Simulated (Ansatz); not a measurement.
Defect migration in wurtzite AlN: interstitial Mg, charge state +2. Method: PBE, PAW (plane waves to 420 eV; Ansatz, a program for electronic structure).

Settings: 72 host sites, the relaxed PBE lattice, the Γ point alone, smearing 0.01 eV, spin-restricted, no image-charge correction. Static, classical nuclei. The charge state is imposed; whether it is stable for some Fermi level was not computed. Sites that were not tried may lie lower.

Barriers: single points on a 2×2×2 k-point mesh shifted by half a step along c at the bands' geometries.

The step: a concerted move, in which Mg travels most. Atoms about the jump, Cartesian Å from the middle of the jump, before and after:

```json
[
 {"atom": "Mg1", "x0": "-0.78", "y0": "-0.33", "z0": "-0.40", "x1": "0.78", "y1": "0.33", "z1": "0.40"},
 {"atom": "N2", "x0": "0.76", "y0": "-1.22", "z0": "0.52", "x1": "0.78", "y1": "-1.53", "z1": "0.39"},
 {"atom": "N3", "x0": "-0.78", "y0": "1.45", "z0": "0.52", "x1": "-0.75", "y1": "1.59", "z1": "0.61"},
 {"atom": "N4", "x0": "0.74", "y0": "0.54", "z0": "-1.92", "x1": "0.78", "y1": "0.54", "z1": "-1.83"},
 {"atom": "Al5", "x0": "0.95", "y0": "-1.33", "z0": "-1.55", "x1": "0.78", "y1": "-1.39", "z1": "-1.49"},
 {"atom": "Al6", "x0": "-0.78", "y0": "1.66", "z0": "-1.55", "x1": "-0.82", "y1": "1.52", "z1": "-1.39"},
 {"atom": "Al7", "x0": "0.87", "y0": "0.62", "z0": "1.25", "x1": "0.78", "y1": "2.08", "z1": "2.04"},
 {"atom": "N8", "x0": "-2.32", "y0": "-1.22", "z0": "0.52", "x1": "-2.33", "y1": "-1.21", "z1": "0.56"},
 {"atom": "Al9", "x0": "-0.78", "y0": "-2.24", "z0": "1.25", "x1": "-0.77", "y1": "-2.14", "z1": "1.12"},
 {"atom": "Al10", "x0": "-2.43", "y0": "0.62", "z0": "1.25", "x1": "-2.33", "y1": "0.60", "z1": "1.17"},
 {"atom": "N11", "x0": "2.36", "y0": "1.48", "z0": "0.56", "x1": "2.32", "y1": "1.59", "z1": "0.61"},
 {"atom": "Al12", "x0": "-2.51", "y0": "-1.33", "z0": "-1.55", "x1": "-2.34", "y1": "-1.23", "z1": "-1.37"},
 {"atom": "Al13", "x0": "2.35", "y0": "1.48", "z0": "-1.35", "x1": "2.38", "y1": "1.52", "z1": "-1.39"},
 {"atom": "N14", "x0": "-0.78", "y0": "-2.09", "z0": "-1.92", "x1": "-0.82", "y1": "-2.16", "z1": "-2.04"},
 {"atom": "N15", "x0": "-2.31", "y0": "0.54", "z0": "-1.92", "x1": "-2.35", "y1": "0.58", "z1": "-1.92"}
]
```

Give the saddle-point geometry and the barrier.


| atom | x | y | z |
|---|---|---|---|
| Mg1 | -0.01 | 0.02 | 0.04 |
| N2 | 0.81 | -1.61 | 0.35 |
| N3 | -0.80 | 1.64 | 0.63 |
| N4 | 0.70 | 0.50 | -1.88 |
| Al5 | 0.85 | -1.49 | -1.57 |
| Al6 | -0.86 | 1.61 | -1.60 |
| Al7 | 0.81 | 1.58 | 1.73 |
| N8 | -2.21 | -1.15 | 0.54 |
| Al9 | -0.73 | -2.24 | 1.16 |
| Al10 | -2.39 | 0.65 | 1.22 |
| N11 | 2.27 | 1.52 | 0.59 |
| Al12 | -2.33 | -1.23 | -1.40 |
| Al13 | 2.31 | 1.46 | -1.35 |
| N14 | -0.81 | -2.19 | -2.04 |
| N15 | -2.37 | 0.59 | -1.94 |
It lies 2.03 eV above the start and 1.00 eV above the end. The saddle point's order was not checked.
